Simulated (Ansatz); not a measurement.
RuB₂ (Pmmn, No. 59, 6 atoms in the cell; start mp-1077)

All values below come from LDA (PAW; Ansatz, a first-principles code).

Settings: plane-wave cutoff 520 eV, 20×12×14 k mesh (along the axes of the cell as run), Fermi–Dirac smearing 0.05 eV, no spin polarisation, scalar-relativistic PAW data made under PBE.

Cell (relaxed at this level):

```cif
data_B4Ru2
_chemical_formula_sum 'B4 Ru2'
_space_group_name_H-M_alt 'P 1'
_space_group_IT_number 1
_cell_length_a 2.83117
_cell_length_b 4.59656
_cell_length_c 3.99990
_cell_angle_alpha 90.000
_cell_angle_beta 90.000
_cell_angle_gamma 90.000
loop_
_space_group_symop_operation_xyz
  'x, y, z'
loop_
_atom_site_label
_atom_site_type_symbol
_atom_site_fract_x
_atom_site_fract_y
_atom_site_fract_z
_atom_site_occupancy
B1 B 0.00000 0.80411 0.36289 1
B2 B 0.00000 0.19589 0.36289 1
B3 B 0.50000 0.69589 0.63711 1
B4 B 0.50000 0.30411 0.63711 1
Ru1 Ru 0.00000 0.00000 0.84892 1
Ru2 Ru 0.50000 0.50000 0.15108 1
```

| Property | Result |
|---|---|
| bulk modulus | 314 GPa |

Note: the run has no spin polarisation, so it can have missed a magnetic state; the bulk modulus is −V dP/dV from two relaxed cells at ±2 % in volume; the relaxation could not lower the start's symmetry, so the cell can be a saddle point above a distorted one.

The computed numbers hold no vibrational or temperature effects.

Computing time: about 4 core-minutes (a rough figure).

A start named mp-… is a Materials Project structure, which need not be a measured phase.
